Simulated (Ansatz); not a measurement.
**WS₂ (R3m, No. 160, 3 atoms in the cell; start mp-9813; a measured phase of this formula has another space group)**

All values below come from PBEsol (Ansatz, a quantum-chemistry and plane-wave program, plane waves, PAW).

Numerical settings: plane-wave cutoff 520 eV, 12×12×12 k mesh, Fermi–Dirac smearing 0.01 eV, no spin polarisation, scalar-relativistic PAW data made under PBE.

Cell (relaxed at this level):

```
CELL_PARAMETERS angstrom
      1.57371     0.90858     6.37680
     -1.57371     0.90858     6.37680
      0.00000    -1.81716     6.37680
ATOMIC_POSITIONS crystal
  W  0.00067 0.00067 0.00067
  S  0.41592 0.41592 0.41592
  S  0.25211 0.25211 0.25211
```

```
Property                       Result
--------  ---------------------------
band gap  1.15 eV (on the SCF k mesh)
Γ–Γ gap                       3.54 eV
```

Note: the relaxation could not lower the start's symmetry, so the cell can be a saddle point above a distorted one; the cell has widely spaced layers and the level no dispersion term, so their spacing and the moduli can rest on weak binding.

Spin–orbit coupling is not included.

The computed numbers hold no vibrational or temperature effects.

A start named mp-… is a Materials Project structure, which need not be a measured phase.
